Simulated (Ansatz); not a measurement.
Input:

```
Bi2Se3
1.0
    1.98158     1.19644     9.73599
   -2.16302     1.19644     9.77453
   -0.09072    -2.39289     9.75526
Bi Se
2 3
Cartesian
 -0.08324   0.00127  11.68685
 -0.18894  -0.00127  17.57893
  0.00000   0.00000   0.00000
 -0.10771  -0.00148   6.27080
 -0.16447   0.00148  22.99498
```

No spin polarisation.

Method: r2SCAN+rVV10, PAW, 500 eV (Ansatz, a first-principles code; no spin-orbit coupling). Settings: 9×9×9 k-points, 0.05 eV Fermi–Dirac smearing.

**Question.** Predict the band gap and pressure.

**Answer.** The band gap is 0.59 eV and the pressure (mean of the normal stresses, compression positive) comes out as 0.4 kbar.

Spin-orbit coupling, missing from the scalar runs, can matter with Bi. The cells carry an imposed strain or load. No phonon test of stability was made. The cell was made from Bi2Se3 in the Bi2Te3 type structure (space group R-3m, No. 166) by this change: tensor shear ε_xz = −0.93 %.
